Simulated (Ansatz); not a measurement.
Here is the system:

```
CELL_PARAMETERS angstrom
      0.00000     2.38134     2.38134
      2.38134     0.00000     2.38134
      2.38134     2.38134     0.00000
ATOMIC_POSITIONS crystal
  Be 0.00000 0.00000 0.00000
  S  0.75000 0.75000 0.75000
```

The numbers are results of PBEsol, rigid bands (plane waves, PAW, scalar-relativistic; Ansatz, an electronic-structure program), not measurements. Condition of this run: hydrostatic pressure 5 GPa (the target of the relaxation). Geometry: cell and atoms relaxed with PBEsol, then loaded as said.

Task: What conductivity effective mass do dilute holes have at 300 K?

Result: 0.64 mₑ.

Task: Predict the electron conductivity mass (n e² τ/σ) at 300 K, by direction if it differs.

Result: 0.36 mₑ.

Task: And the band gap?

Result: 2.80 eV at this level; semilocal functionals usually fall short of the measured gap.

Rigid bands, one relaxation time for all states, no polarons. Spin-orbit coupling is left out; where it splits the top of the valence band it changes the hole mass and lowers the gap by about a third of the splitting.
